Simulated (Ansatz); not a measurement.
# ZrC: energy against strain

ZrC (rock salt, Fm-3m, 12.723 Å³/atom at rest) under an equal strain ε in the (001) plane with the normal axis free, as in a coherent film. PBEsol in Ansatz, a plane-wave DFT program (PAW, default set), 420 eV, 21×21×21 Γ-centred mesh, Fermi-Dirac smearing 0.10 eV; ions are relaxed within the symmetry of each cell.

Here s stands for strain and y for E less E0.

| strain (%) | E less E0 (meV/atom) |
|---|---|
| -3.00 | ? |
| -1.50 | 10.47 |
| -1.00 | 4.56 |
| -0.50 | 1.12 |
| 0.00 | 0.00 |
| 0.50 | 1.10 |
| 1.00 | 4.30 |
| 1.50 | 9.49 |

Task: Using a parabola, estimate the missing y at s = -3.00 from the other rows, showing the fit.

Result: Least squares gives y = -0.001 - 0.2486·s + 4.4352·s². Residuals (row less fit): 0.119, -0.123, -0.112, 0.001, 0.117, 0.114, -0.115; standard error 0.143 (degrees of freedom: 4). Twice the quadratic coefficient over the volume, 2 × 4.4352 meV × 10⁴ × 0.1602 / 12.723 Å³, is twice the biaxial elastic modulus of this plane = 1117 ± 16 GPa. At the withheld row, y = -0.001 - 0.2486 × (-3.0) + 4.4352 × (-3.0)² = 40.662 meV/atom. The calculation gives 44.25 meV/atom, 3.588 meV/atom above the prediction (8.1 % of the range of y in the table). The row lies outside the fitted rows, so this is an extrapolation. From the scatter of the fitted rows alone, a prediction at this place has a standard error of 0.547 meV/atom, so the miss is 6.6 times that.

One order more, fitted to all 13 runs of the series, follows each within 0.04, so the miss is the next term of a smooth law. In a metal these values are sensitive to mesh and smearing; energies are taken to zero smearing, stresses follow the free energy. Rows are the converged runs of the series near zero and its far end; series whose fitted rows scatter by over a few per cent of the range, as at a crossing or softening among them, aren't shown in this form. Most that stay on the fit to the last digits aren't either.
